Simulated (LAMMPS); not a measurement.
Liquid films of Cu at 1560 K.

The levels:
- EAM-type AlCu.adp: classical MD, pair style adp, file AlCu.adp (LAMMPS); Apostol and Mishin, Phys Rev B 83, 054116 (2011)
- EAM-type AlCu.eam.alloy: classical MD, pair style eam/alloy, file AlCu.eam.alloy (LAMMPS); Cai and Ye, Phys Rev B, 54, 8398-8410 (1996)
- EAM-type CuNi.eam.alloy: classical MD, pair style eam/alloy, file CuNi.eam.alloy (LAMMPS); Onat and Durukanoglu, J Phys Cond Matt, 26, 035404 (2014)
- EAM-type CuZr_mm.eam.fs: classical MD, pair style eam/fs, file CuZr_mm.eam.fs (LAMMPS)
- EAM-type Cu_mishin1.eam.alloy: classical MD, pair style eam/alloy, file Cu_mishin1.eam.alloy (LAMMPS); Mishin, Phys Rev B, 63, 224106 (2001)
- EAM-type Cu_zhou.eam.alloy: classical MD, pair style eam/alloy, file Cu_zhou.eam.alloy (LAMMPS); Zhou et al, Acta Mater, 49, 4005 (2001)
- EAM-type smf7: classical MD, pair style eam, the elements' _smf7.eam files (smf7) (LAMMPS); Foiles, Phys Rev B 32, 7685 (1985)
- EAM-type universal-3 set of Foiles, Baskes and Daw: classical MD, pair style eam, the elements' _u3.eam files (universal-3 set of Foiles, Baskes and Daw) (LAMMPS); Foiles et al, Phys Rev B, 33, 7983 (1986)
- MEAM AlSiMgCuFe.meam: classical MD, pair style meam, file AlSiMgCuFe.meam (LAMMPS); Jelinek, Groh, Horstemeyer, Houze, Kim, Wagner, Moitra and Baskes, Phys Rev B, 85, 245102 (2012)
- MEAM library.meam-Cu: classical MD, pair style meam, file library.meam (library.meam-Cu) (LAMMPS); Baskes, Phys Rev B, 46, 2727-2742 (1992)

| potential | surface tension | excess energy | rough cost (ms per atom and simulated ps) |
|---|---|---|---|
| EAM-type AlCu.adp | 0.86 ± 0.02 N/m | 1.2 J/m² | 3 to 10 |
| EAM-type AlCu.eam.alloy | 0.62 ± 0.01 N/m | 1.1 J/m² | 1 to 3 |
| EAM-type CuNi.eam.alloy | 1.55 ± 0.02 N/m | 1.8 J/m² | 1 to 3 |
| EAM-type CuZr_mm.eam.fs | 0.53 ± 0.03 N/m | 0.80 J/m² | 1 to 3 |
| EAM-type Cu_mishin1.eam.alloy | 0.87 ± 0.01 N/m | 1.2 J/m² | 0.3 to 1 |
| EAM-type Cu_zhou.eam.alloy | 1.04 ± 0.02 N/m | 1.3 J/m² | 3 to 10 |
| EAM-type smf7 | 0.73 ± 0.02 N/m | 1.0 J/m² | 0.3 to 1 |
| EAM-type universal-3 set of Foiles, Baskes and Daw | 0.76 ± 0.02 N/m | 1.2 J/m² | 1 to 3 |
| MEAM AlSiMgCuFe.meam | 0.77 ± 0.02 N/m | 1.3 J/m² | 10 to 30 |
| MEAM library.meam-Cu | 0.59 ± 0.03 N/m | 1.2 J/m² | 3 to 10 |

Costs are rough: whole-run CPU time with set-up and analysis, from shared machines, in bands a factor of about three wide.

Caution: the potential MEAM library.meam-Cu is a first-neighbour MEAM set with a 4 Å cutoff, used here without a parameter file and away from the static properties it was fitted to.

The ± values are statistical; the model's systematic error is not in them.
